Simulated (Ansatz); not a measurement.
A calculation on WS2 (R3m, No. 160, 3 atoms in the cell; start mp-9813; a measured phase of this formula has another space group) returned lattice constant a 3.182 Å, lattice parameter c 19.665 Å, equilibrium volume per atom 19.16 Å³/atom.

**Question.** Which level of theory produced these numbers?
A) r²SCAN-D4 (Ansatz (a first-principles code))
B) LDA (Ansatz)
C) PBEsol (Ansatz)
D) r²SCAN (Ansatz)

**Answer.** D, r²SCAN (Ansatz)

The others give: LDA 3.130 Å, 18.181 Å, 17.14 Å³/atom; r²SCAN-D4 3.173 Å, 18.814 Å, 18.23 Å³/atom; PBEsol 3.147 Å, 19.135 Å, 18.24 Å³/atom.

Unless a cell is named, each level is at its own relaxed cell (LDA 17.14, PBEsol 18.24, r²SCAN 19.16, r²SCAN-D4 18.23 Å³/atom).

The crystal itself was run without spin with LDA, r²SCAN-D4, PBEsol, r²SCAN; a magnetic state was not tried in these runs.

Caveats: the relaxation could not lower the start's symmetry, so the cell can be a saddle point above a distorted one (LDA, r²SCAN-D4, PBEsol, r²SCAN). Ansatz's density-functional and Hartree–Fock values are scalar-relativistic unless marked +SOC, with PAW data made under PBE.

A start named mp-… is a Materials Project structure, which need not be a measured phase.
